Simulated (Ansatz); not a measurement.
The reference is Pt in the fcc (Cu type) structure (space group Fm-3m, No. 225; a = 3.972 Å; relaxed with 0.1 eV smearing).

Method: plane-wave PAW DFT at the PBE level (Ansatz, a program for electronic structure, 420 eV), spin-orbit coupling left out, earlier PAW set.

For the base:

- Pressure: 0.0 GPa
- Band gap: zero

Now apply this change: an isotropic linear strain of −2.79 %, atoms relaxed at fixed cell.

Problem. Estimate the effect on the pressure.

Solution. The pressure goes from zero to 26.3 GPa.

Problem. Predict the new energy relative to the base.

Solution. The energy rises by 96 meV/atom.

Problem. Estimate the effect on the band gap.

Solution. The band gap is still zero.

No phonon test of stability was made. All final runs are without spin polarisation.
